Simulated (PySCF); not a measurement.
PySCF 2.14.0, B3LYP/def2-tzvp, df: Si(H)(F)(Me)(NH2) (C[SiH](N)F), 10 atoms. The geometry is a generated start, not checked to be a minimum at this level.

```json
{
 "task": "energy and gradient",
 "method": "b3lyp",
 "basis": "def2-tzvp",
 "two_electron_scheme": "density fitting",
 "mol.max_memory": "7000 MB",
 "mf.init_guess": "minao (default)",
 "mf.DIIS": "CDIIS (default)",
 "mf.diis_space": "8 (default)",
 "mf.conv_tol": "1e-09 (default)",
 "basis functions (reference run)": "166",
 "grid points (reference run)": "799440"
}
```

```xyz
10

Si    -0.2940    -0.5999     0.1539
C      1.3273     0.1314    -0.4967
N     -1.6136     0.4813     0.3368
F     -0.0218    -1.0852     1.6714
H     -0.7262    -1.7813    -0.5773
H      1.2155     0.5132    -1.5074
H      1.6730     0.9529     0.1269
H      2.1171    -0.6140    -0.5172
H     -1.9166     1.0724    -0.4163
H     -1.7608     0.9292     1.2257
```

Yardstick: the run with mf.grids.level = 8, mf.grids.prune = nwchem_prune (default), which is not proven converged either. Single runs; times are not shown.

Settings tried, all else as in the reference:
- mf.grids.level = 3 (default), mf.grids.atom_grid = 35×110
- mf.grids.level = 3 (default), mf.grids.atom_grid = 50×194
- mf.grids.level = 4
- mf.grids.level = 3 (default), mf.grids.prune = treutler_prune
- mf.grids.level = 3 (default), no pruning
- mf.grids.level = 6
- mf.grids.level = 3 (default), mf.grids.atom_grid = 99×590
- mf.grids.level = 0
- mf.grids.level = 2
- mf.grids.level = 1
- mf.grids.level = 5
- mf.grids.level = 3 (default), mf.grids.atom_grid = 75×302
- mf.grids.level = 3 (default)

Task: Which of these stay within 1.0 meV/atom in energy, 10 meV/Å in forces (largest component) of the reference run?

Result: Within it: mf.grids.level = 6; mf.grids.level = 5; mf.grids.level = 4; mf.grids.level = 3 (default), mf.grids.atom_grid = 99×590; mf.grids.level = 3 (default), mf.grids.prune = treutler_prune; mf.grids.level = 3 (default); mf.grids.level = 3 (default), no pruning; mf.grids.level = 3 (default), mf.grids.atom_grid = 75×302; mf.grids.level = 2. At the edge (between 0.75 and 1.33 times the tolerance): mf.grids.level = 3 (default), mf.grids.atom_grid = 50×194; mf.grids.level = 1. Outside: mf.grids.level = 3 (default), mf.grids.atom_grid = 35×110; mf.grids.level = 0.

| setting | grid points | energy against the reference | difference in forces (largest component) |
|---|---|---|---|
| the reference | 799440 | — | — |
| mf.grids.level = 6 | 461016 | under 0.001 meV/atom | 0.31 meV/Å |
| mf.grids.level = 5 | 313768 | under 0.001 meV/atom | 0.55 meV/Å |
| mf.grids.level = 4 | 208488 | under 0.001 meV/atom | 1.4 meV/Å |
| mf.grids.level = 3 (default), mf.grids.atom_grid = 99×590 | 323272 | under 0.001 meV/atom | 1.4 meV/Å |
| mf.grids.level = 3 (default), mf.grids.prune = treutler_prune | 105048 | +0.0083 meV/atom | 3.8 meV/Å |
| mf.grids.level = 3 (default) | 120312 | +0.0082 meV/atom | 4.0 meV/Å |
| mf.grids.level = 3 (default), no pruning | 193272 | +0.0073 meV/atom | 4.0 meV/Å |
| mf.grids.level = 3 (default), mf.grids.atom_grid = 75×302 | 145176 | +0.0031 meV/atom | 7.0 meV/Å |
| mf.grids.level = 2 | 77968 | +0.0015 meV/atom | 7.0 meV/Å |
| mf.grids.level = 3 (default), mf.grids.atom_grid = 50×194 | 65968 | under 0.001 meV/atom | 9.4 meV/Å |
| mf.grids.level = 1 | 36848 | +0.0055 meV/atom | 9.5 meV/Å |
| mf.grids.level = 3 (default), mf.grids.atom_grid = 35×110 | 28744 | −0.50 meV/atom | 41 meV/Å |
| mf.grids.level = 0 | 8584 | −18 meV/atom | 120 meV/Å |

Total energies are compared; such shifts often cancel in part in energy differences. The gradients leave out the derivatives of the grid weights. The tolerance is a choice made for this comparison.
